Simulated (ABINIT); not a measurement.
**Pressure against volume in rock-salt HfN (space group 225) (ABINIT, PBE)**

```xyz
2
Lattice="0.0000 2.2198 2.2198 2.2198 0.0000 2.2198 2.2198 2.2198 0.0000" Properties=species:S:1:pos:R:3 pbc="T T T"
Hf     0.0000     0.0000     0.0000
N      2.2198     2.2198     2.2198
```

Computed with PBE, norm-conserving pseudopotentials (PseudoDojo nc-sr-05 PBE standard) (plane waves; ABINIT 10.0.3). Settings: pseudos = [Hf.upf, N.upf]; ecut = 110 Ry; occopt = 3; tsmear = 0.05 eV; ngkpt = 22 22 22; nshiftk = 1; shiftk = 0 0 0; potentials = PseudoDojo nc-sr-05 PBE standard; nband = 14; kptopt = 1; nstep = 80; toldfe = 1e-09 Ha. The cell above is the first row's. The rows scale it uniformly. In all rows fractional positions and the k mesh are held.

| V (Å^3/atom) | P (GPa) |
|---|---|
| 10.938 | 21.57 |
| 11.176 | 14.25 |
| 11.414 | 7.68 |
| 11.652 | 1.78 |
| 11.889 | -3.52 |
| 12.127 | -8.27 |
| 12.365 | -12.54 |
| 12.603 | -16.36 |
| 12.841 | ? |

Fit P of the 8 rows that show it with a cubic. With u = V - 11.8, the rows have u = -0.8620, -0.6240, -0.3860, -0.1480, 0.0890, 0.3270, 0.5650, 0.8030. Least squares gives P = -1.599 - 21.9815·u + 5.0539·u² - 0.7187·u³. Residuals (row less fit): 0.005, -0.010, 0.000, 0.013, -0.004, 0.002, -0.005, 0.003; standard error 0.009 (degrees of freedom: 4). The fitted pressure is zero at V0 = 11.73, where dP/dV = -22.72, so B0 = -V0·dP/dV = 266 GPa.

Question: Estimate the missing P (V = 12.841); what did the run itself give?

Answer: u = 1.0410, so P = -1.599 - 21.9815 × 1.0410 + 5.0539 × 1.0410² - 0.7187 × 1.0410³ = -19.816 GPa. The calculation gives -19.80 GPa, 0.016 GPa above the prediction (under 0.05 % of the range of P in the table). The row lies outside the fitted rows, so this is an extrapolation. From the scatter of the fitted rows alone, a prediction at this place has a standard error of 0.025 GPa, so the miss is 0.6 times that.

Carrying the step between the two nearest rows on in a straight line would have given -20.18, off by 0.38; series whose last step already gives the withheld value aren't shown. The scan was laid around a cell of about the measured size, scaled by a guess for this functional. The runs keep the symmetry of the cell, so they don't test it for distortions. Spin-orbit coupling is off. Cutoffs and mesh are single choices, not tested for convergence of this quantity. Series with a scatter that would blur these digits, or in which a gap closes, are not shown.
